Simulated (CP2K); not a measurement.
A self-consistent single point of CdAg₃ (P1, 4 atoms in the cell) with CP2K.

Level of theory: LDA (Pade form), GPW, DZVP-MOLOPT-SR-GTH basis, GTH-PADE potentials (GTH_POTENTIALS) (CP2K 2026.2).

The change in words: atoms moved at random. Reference geometry:
```xyz
4
Lattice="9.6481 0.0000 0.0000 9.1917 2.9326 0.0000 9.1917 1.4308 2.5599" Properties=species:S:1:pos:R:3 pbc="T T T"
Cd     0.0000     0.0000     0.0000
Ag    21.0759     3.2806     1.9247
Ag     6.9555     1.0827     0.6352
Ag    14.0157     2.1817     1.2799
```

Reference input (self-consistent single point, DFT LDA (Pade form), GPW, DZVP-MOLOPT-SR-GTH basis, GTH-PADE potentials (GTH_POTENTIALS)): CUTOFF = 500 Ry; REL_CUTOFF = 50 Ry; SMEAR/METHOD = FERMI_DIRAC; ELECTRONIC_TEMPERATURE = 1578.21 K; KPOINTS/SCHEME = MONKHORST-PACK 8 8 8; GAMMA_CENTERED = T; XC_FUNCTIONAL = PADE; Cd/BASIS_SET = DZVP-MOLOPT-SR-GTH-q12; Cd/POTENTIAL = GTH-PADE-q12; Ag/BASIS_SET = DZVP-MOLOPT-SR-GTH-q11; Ag/POTENTIAL = GTH-PADE-q11; METHOD = GPW. This run's input differs from it in these lines:

```diff
@@ -70,6 +70,6 @@
       SCALED
-      Cd       0.00000000     0.00000000     0.00000000
-      Ag       0.75186700     0.75186700     0.75186700
-      Ag       0.24813300     0.24813300     0.24813300
-      Ag       0.50000000     0.50000000     0.50000000
+      Cd      -0.02541200     0.01173500     0.01864900
+      Ag       0.75911900     0.75256700     0.73804700
+      Ag       0.25739100     0.24858300     0.24360300
+      Ag       0.50890200     0.48711500     0.49970100
     &END COORD
```

The program printed (abridged):

```
 SCF WAVEFUNCTION OPTIMIZATION

  Step     Update method      Time    Convergence         Total energy    Change
     1 NoMix/Diag. 0.20E+00      -     0.60594678      -157.1876569975 -1.57E+02
     2 Broy./Diag. 0.20E+00      -     0.26153936      -160.9949153103 -3.81E+00
     3 Broy./Diag. 0.20E+00      -     0.29449355      -158.6485477969  2.35E+00
     4 Broy./Diag. 0.20E+00      -     0.02573534      -157.0752083181  1.57E+00
     5 Broy./Diag. 0.20E+00      -     0.01398847      -156.9761555545  9.91E-02
     6 Broy./Diag. 0.20E+00      -     0.00473582      -157.0123087340 -3.62E-02
   [... 4 lines left out ...]
    11 Broy./Diag. 0.20E+00      -     0.00001254      -157.0053760429  7.27E-04
    12 Broy./Diag. 0.20E+00      -     0.00001030      -157.0053839835 -7.94E-06
    13 Broy./Diag. 0.20E+00      -     0.00000715      -157.0054160083 -3.20E-05
    14 Broy./Diag. 0.20E+00      -     0.00000076      -157.0054170688 -1.06E-06
  *** SCF run converged in    14 steps ***

  Overlap energy of the core charge distribution:               0.00000000236778
  Self energy of the core charge distribution:               -253.50738655966413
  Core Hamiltonian energy:                                     84.04241907942014
  Hartree energy:                                              36.08822857263196
  Exchange-correlation energy:                                -23.62584324004007
  Electronic entropic energy:                                  -0.00283492165503
  Fermi energy:                                                 0.27707278999177

  Total energy:                                              -157.00541706882868
  Total energy (extrapolated to T->0):                       -157.00399960800115

                     Mulliken Population Analysis

   [... lines left out ...]

 STRESS| Analytical stress tensor [bar]
 STRESS|                        x                   y                   z
 STRESS|      x       -5.41349576262E+04   1.40229280939E+03   1.20176091854E+03
 STRESS|      y        1.40229280939E+03  -6.03688631997E+04  -3.26865718280E+02
 STRESS|      z        1.20176091854E+03  -3.26865718280E+02  -5.99191199384E+04
 STRESS| 1/3 Trace                                            -5.81409802548E+04
```

The run converged in 14 iterations. Against the reference run the free energy goes up by 9.7 meV/atom, the pressure moves little (-5.90 to -5.81 GPa) and the largest force goes from 0.099 to 0.416 eV/Å.

The starting cell comes from a database of computed structures (which also holds hypothetical and non-ambient phases and stackings), without a prior relaxation at this level. For this run, on top of that: atoms moved at random. Values carry the incompleteness of an atom-centred basis. With a pressure of about -6 GPa the cell is away from its equilibrium volume at this level.

Cost on one core of a shared machine: roughly 8 min.
